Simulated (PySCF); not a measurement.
PySCF 2.14.0, PBE0/def2-svp, df: V(NMe)(Cl)2(NMe2) (C[N]=[V]([Cl])([Cl])[N](C)C), 17 atoms. The geometry is a generated start, not checked to be a minimum at this level.

```json
{
 "task": "energy",
 "method": "pbe0",
 "basis": "def2-svp",
 "two_electron_scheme": "density fitting",
 "mol.max_memory": "3000 MB",
 "mf.max_cycle": "100",
 "mf.conv_tol": "1e-09 (default)",
 "mf.grids.level": "3 (default)",
 "basis_functions": "182",
 "grid_points": "217096"
}
```

```xyz
17

V      0.2480     1.1734    -0.1625
N      0.4684     0.4175    -1.5449
C      0.6996    -0.1086    -2.8156
H      1.7356    -0.4634    -2.9044
H      0.0165    -0.9445    -3.0148
H      0.5227     0.6695    -3.5728
Cl     2.0391     1.9664     0.4988
Cl    -1.2260     2.6089    -0.3849
N     -0.2692    -0.0973     0.8961
C     -0.5025     0.3896     2.2277
C     -0.4706    -1.5129     0.7788
H     -1.5139     0.1238     2.5701
H      0.2243    -0.0454     2.9320
H     -0.4041     1.4815     2.2559
H      0.1958    -2.0579     1.4618
H     -1.5076    -1.7818     1.0247
H     -0.2562    -1.8189    -0.2462
```

Charge 0 and multiplicity 1 are set for this test and not shown to be the ground state.

With the defaults (mf.DIIS = CDIIS, mf.diis = true, mf.init_guess = minao, mf.diis_space = 8, newton = off, mf.diis_damp = 0) it converges in 15 Fock builds. One run each on 2 threads, 1 BLAS thread, with these changes:
- mf.diis_damp = 0.3
- newton = Hessian by the SCF's own integrals
- mf.init_guess = 1e
- mf.diis = false
- mf.DIIS = EDIIS
- mf.DIIS = ADIIS
- mf.diis_space = 3
- mf.init_guess = atom
- mf.init_guess = huckel

Problem. Which of these changes keep the SCF from converging, or lead it to another solution?

Solution. No convergence: mf.DIIS = EDIIS; mf.diis = false (the run ends without SCF convergence in 100 cycles). The rest reach the solution of the defaults.

```csv
setting,Fock builds,end
mf.init_guess = atom,14,same solution
mf.diis_damp = 0.3,14,same solution
the defaults,15,same solution
mf.init_guess = 1e,19,same solution
mf.init_guess = huckel,28,same solution
newton = Hessian by the SCF's own integrals,31,same solution
mf.DIIS = ADIIS,34,same solution
mf.diis_space = 3,79,same solution
mf.DIIS = EDIIS,101,no convergence
mf.diis = false,101,no convergence
```

Under newton the count holds the products with the orbital Hessian.
